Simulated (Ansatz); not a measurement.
Take Hf in the hcp (Mg type) structure (space group P6_3/mmc, No. 194; relaxed with 0.1 eV smearing) as the base.

```
Hf
1.0
    3.19829     0.00000     0.00000
   -1.59915     2.76980     0.00000
    0.00000     0.00000     5.04882
Hf
2
Direct
  0.66667   0.33333   0.75000
  0.33333   0.66667   0.25000
```

Cartesian axes are those of the cell as printed.

Method: r2SCAN in Ansatz (plane waves to 500 eV, PAW, spin-orbit coupling left out).

Perturbation: uniaxial strain ε_zz = −2.50 %, all other strain components held at zero, atoms relaxed at fixed cell.

Task: Predict the stress tensor and what it implies for the stiffness.

Result: Stress of the strained cell less that of the base (GPa, compression positive):
```
    1.7     0.0     0.0
    0.0     1.7     0.0
    0.0     0.0     5.4
```

Then −Δσ_ii/ε with ε = -0.0250 gives secant stiffness values (nonlinear terms included at this strain): C33 ≈ 217 GPa, C13 ≈ 70 GPa and C23 ≈ 70 GPa.

As a check, the harmonic strain energy −½ V₀ Δσ:ε is 9.4 meV/atom; the computed energy rise is 9.3 meV/atom.

Stability against distortions was not tested. The final runs are not spin-polarised.

Ansatz is a first-principles code.
